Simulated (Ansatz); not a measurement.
The starting structures come from a database of crystals and need not be the phases stable at ambient conditions.

 Where the default PAW files enter, the runs use the earlier of Ansatz's two default sets.

The decay constant κ of evanescent states in the gap governs leakage through a thin film.

Consider the following.

```xyz
4
Lattice="3.7429 0.0000 0.0000 -1.8715 5.5091 0.0000 0.0000 0.0000 5.7121" Properties=species:S:1:pos:R:3 pbc="T T T"
Sn     0.0000     1.6110     4.2841
Sn     1.8715     3.8981     1.4280
S      1.8715     3.4208     4.2841
S      0.0000     2.0883     1.4280
```

Space group of this cell: Cmcm. The cell was relaxed by PBE-D3(BJ); by PBEsol its mean pressure is -0.9 GPa.

Transport runs along the normal of the first two printed cell vectors.

No gap correction and no spin-orbit coupling; mid-gap values are interpolated between computed energies.

Task: Predict the band gap and the smallest decay constant κ at mid-gap from Ansatz (a quantum-chemistry and plane-wave program) with PBEsol.

Result: Gap 0.40 eV on a 8×8×6 mesh; κ = 0.101 1/Å, at (0.000, 0.500) of the in-plane reciprocal vectors. At the zone centre, at the nearest computed energy, the slowest state has κ = 0.16 1/Å.
